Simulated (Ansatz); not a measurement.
# How far PBE and r2SCAN part for ZnSe, pressure −1 GPa

Start from ZnSe in the zinc blende structure (space group F-43m, No. 216; a = 5.733 Å).

(Cell as relaxed with PBE.)

Levels (all Ansatz, an electronic-structure program, PAW): PBE (420 eV, no spin-orbit coupling); r2SCAN (500 eV, no spin-orbit coupling).

Each level relaxes its own structure.

```
base                      PBE    r2SCAN
-------------------  --------  --------
volume per atom      23.55 Å³  22.73 Å³
lattice parameter a   5.733 Å   5.665 Å
band gap              1.15 eV   1.87 eV
```

Modification: a negative pressure, −1 GPa.

```csv
quantity,PBE,r2SCAN
mean gap deformation potential ΔEg/Δln V,-3.9 eV,-4.3 eV
lattice parameter a,5.768 Å,5.695 Å
electron mass,0.086 mₑ (at Γ),0.12 mₑ (at Γ)
shift of the gap caused by the change,-0.07 eV,-0.07 eV
```

PBE's mean gap deformation potential ΔEg/Δln V lies 0.4 eV above r2SCAN's; PBE's lattice parameter a lies 0.073 Å above r2SCAN's (1.3 %); the two agree on the shift of the gap caused by the change. Neither level is exact; r2SCAN is the comparison here, not a measurement.

Load acts through the strain it causes; cell and atoms are relaxed under it. Effective masses come from finite differences of ±0.01 Å⁻¹. No phonon test of stability was made.
